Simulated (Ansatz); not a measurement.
Structure of amorphous Ti20O41Ca (periodic cell):

```xyz
62
Lattice="9.4559 -0.0909 0.2469 -0.0909 8.7964 -0.2068 0.2469 -0.2068 9.2090" Properties=species:S:1:pos:R:3 pbc="T T T"
Ti     6.0931     8.6693     2.5499
Ti     1.0275     2.2561     8.3865
Ti     2.5061     4.3996     0.3606
Ti     6.9439     6.9121     7.3893
Ti     4.8413     6.3346     0.9230
Ti     5.5309     3.0556     1.5689
Ti     3.8032     4.5144     5.9485
Ti     3.1370     6.8689     7.8587
Ti     3.8501     0.9577     0.4580
Ti     0.5244     8.4490     0.8433
Ti     7.5849     1.3763     9.1063
Ti     3.0343     6.7348     4.1946
Ti     4.9303    -0.0372     6.0139
Ti     2.3230     1.5800     4.9849
Ti     9.1418     2.2952     5.8709
Ti     0.9207     4.5312     3.5642
Ti     8.2372     5.1274     1.1026
Ti     9.1753     7.8535     4.2012
Ti     5.8611     2.5677     5.0138
Ti     9.4786     5.6479     6.9720
O      8.6122     2.1801     7.6748
O      1.6123     1.9832     6.6238
O      7.5156     7.7193     3.3960
O      1.4232     6.8317     7.3041
O      5.6294     4.3382     5.7854
O      4.0478     1.8598     1.9695
O      2.9931     8.6522     4.7357
O      2.2122     8.5716     0.1876
O      0.7404     0.0151     2.7861
O      6.5992     5.9139     1.5122
O      3.9781     8.5461     7.4911
O      7.3134     3.4214     0.7478
O      5.3964     6.2998     8.3067
O      7.6865     2.5660     4.9064
O      5.4708     0.7587     4.1539
O      1.8633     4.3251     2.0511
O      4.8684     8.2497     1.0838
O      1.0966     6.5549     3.8928
O      8.1037     5.5056     8.1537
O      7.0154     1.1123     1.8314
O      3.7624     2.6390     5.2087
O      3.1222     4.6449     7.6017
O      0.8095     3.9857     8.9422
O      2.9296     6.2733     0.4366
O      3.7611     6.4881     5.9219
O      9.2474     6.7198     0.9860
O      9.4837     0.4489     5.5030
O      7.4075     8.4050     8.2011
O      5.7250     1.6153     9.1036
O      0.2452     4.2981     5.6178
O      5.8146     3.4934     3.2815
O      9.3235     1.1185     0.4701
O      2.7592     4.8495     4.4081
O      2.7969     2.2848     9.0660
O      6.0923     7.4528     5.8188
O      8.7316     4.7707     2.8981
O      5.7813     1.4404     6.5175
O      4.4858     6.6707     3.0963
O      8.4580     6.6649     5.8889
O      4.4283     4.3685     0.8961
O      1.1007     2.6124     4.0450
Ca     6.5919     5.6166     3.9927
```

Level of theory: PBE, scalar-relativistic without spin-orbit coupling (plane waves to 420 eV, PAW; Ansatz, a program for electronic structure).

Preparation: random packing, a CHGNet melt and quench, and a DFT relaxation. O atoms were pushed apart under 1.9 Å during the dynamics, to hinder bonds among them. The hot cell started wider than the set density and was brought back towards it in steps. It is the lowest in DFT energy of 2 quenches. It is a model cell: composition and starting density were chosen by hand, and all elements were melted together. No dispersion term was used. Its density started from a set value of 3.59 and ended at 3.59 g/cm³. The quench (nominally 360 K/ps over its main leg) was far faster than any real one, so the model tends to hold more defects than a real film. Values belong to this one cell and scatter from quench to quench. The volume was held where the preparation left it and the shape relaxed, at a PBE pressure of 1.8 GPa. Stress components on the final sampling reach 1.9 GPa. On a 2×2×2 Γ-centred mesh force components of up to 0.23 eV/Å stay, since the relaxation ran on the zone centre alone.

Neighbours within Ti-Ti 3.12 Å, Ti-O 2.64 Å, Ti-Ca 3.50 Å, O-O 1.58 Å, O-Ca 2.90 Å, Ca-Ca 3.87 Å count as bonded. Two cations that share two anions don't count as bonded, nor two that share one unless they lie closer than Ti-Ti 3.04 Å, Ti-Ca 3.40 Å, Ca-Ca 3.77 Å.

Task: Give the coordination numbers, mean bond lengths and angles.

Result: 
The mean coordination of Ti by anions is 5.50 (2 with 4, 7 with 5, 10 with 6, 1 with 7). The mean coordination of O is 2.88 (8 with 2, 30 with 3, 3 with 4) and the mean coordination of Ca by anions is 8.00 (1 with 8). The mean Ti-O bond comes out as 1.972 Å (spread 0.173 Å, 110 counted), the mean O-Ca bond comes out as 2.526 Å (spread 0.153 Å, 8 counted) and the bond angle at Ti is mean 104.8°, spread 28.7°. The bond angle at O is mean 117.2°, spread 21.7°. The bond angle at Ca is mean 99.3°, spread 30.3°.

Task: List the pairs of like atoms that count as bonded by the rules above.

Result: There are none by these rules.
